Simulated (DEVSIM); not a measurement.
System: Al/SiO2/p-Ge capacitor, at 300 K.

```tsv
layer (left to right)	material	thickness (nm)	Na (cm⁻³)
1	SiO2	8.00	-
2	Ge	7100	7.1e15
```

Metal gate on the left, work function 4.1 eV. Fixed charge at the semiconductor interface 1.8e12 cm⁻² (in units of +e); interface traps 3.4e11 cm⁻² eV⁻¹, uniform in energy, neutral level at 0.5 of the gap above the valence band.

This is a model device: material constants are rounded textbook-type values typed into the input, and sizes, dopings and lifetimes were drawn at random. Values at 300 K; Nc and Nv go as T^1.5, mobilities as T to minus their exponent, the gap by Varshni's rule with the affinity fixed.

| parameter | SiO2 | Ge |
|---|---|---|
| gap (eV) | 9 | 0.664 |
| affinity (eV) | 0.9 | 4 |
| permittivity | 3.9 | 16 |
| Nc (cm⁻³) | - | 1.04e19 |
| Nv (cm⁻³) | - | 6e18 |
| Varshni α (eV/K) | - | 0.000477 |
| Varshni β (K) | - | 235 |

DEVSIM, 1D Poisson equation in equilibrium, Boltzmann statistics, complete ionisation; no quantum confinement or tunnelling. Metal contacts follow the ideal Schottky-Mott rule: no Fermi-level pinning, no interface dipoles.

Base results: minimum of the low-frequency capacitance (μF/cm²) 0.0946; flat-band voltage (V) -1.08; capacitance of the dielectric stack (μF/cm²) 0.432; threshold voltage (band bending 2φF) (V) -0.67.

**Question.** What follows from this one change: interface trap density 3.4e+11 → 1e+11 cm^-2 eV^-1?

**Answer.** minimum of the low-frequency capacitance 0.0946 → 0.0696 μF/cm²; flat-band voltage -1.08 → -1.06 V; capacitance of the dielectric stack little changed (0.432 μF/cm²); threshold voltage (band bending 2φF) -0.67 → -0.68 V.

**Question.** What follows from this one change: substrate doping 7.1e+15 → 1.4e+15 cm^-3?

**Answer.** minimum of the low-frequency capacitance 0.0946 → 0.0765 μF/cm²; flat-band voltage -1.08 → -1.03 V; capacitance of the dielectric stack little changed (0.432 μF/cm²); threshold voltage (band bending 2φF) -0.67 → -0.76 V.

**Question.** What follows from this one change: SiO2 thickness 0.008 → 0.0096 μm?

**Answer.** minimum of the low-frequency capacitance 0.0946 → 0.0911 μF/cm²; flat-band voltage -1.08 → -1.22 V; capacitance of the dielectric stack 0.432 → 0.360 μF/cm²; threshold voltage (band bending 2φF) -0.67 → -0.78 V.

**Question.** What follows from this one change: gate work function 4.1 → 3.95 eV?

**Answer.** minimum of the low-frequency capacitance little changed (0.0946 μF/cm²); flat-band voltage -1.08 → -1.23 V; capacitance of the dielectric stack little changed (0.432 μF/cm²); threshold voltage (band bending 2φF) -0.67 → -0.82 V.

**Question.** What follows from this one change: temperature 300 → 500 K?

**Answer.** minimum of the low-frequency capacitance 0.0946 → 0.234 μF/cm²; flat-band voltage -1.08 → -0.88 V; capacitance of the dielectric stack little changed (0.432 μF/cm²); threshold voltage (band bending 2φF) -0.67 → -0.85 V.

**Question.** What follows from this one change: fixed charge 1.8e+12 → 2.49e+12 cm^-2?

**Answer.** minimum of the low-frequency capacitance little changed (0.0947 μF/cm²); flat-band voltage -1.08 → -1.33 V; capacitance of the dielectric stack little changed (0.432 μF/cm²); threshold voltage (band bending 2φF) -0.67 → -0.92 V.
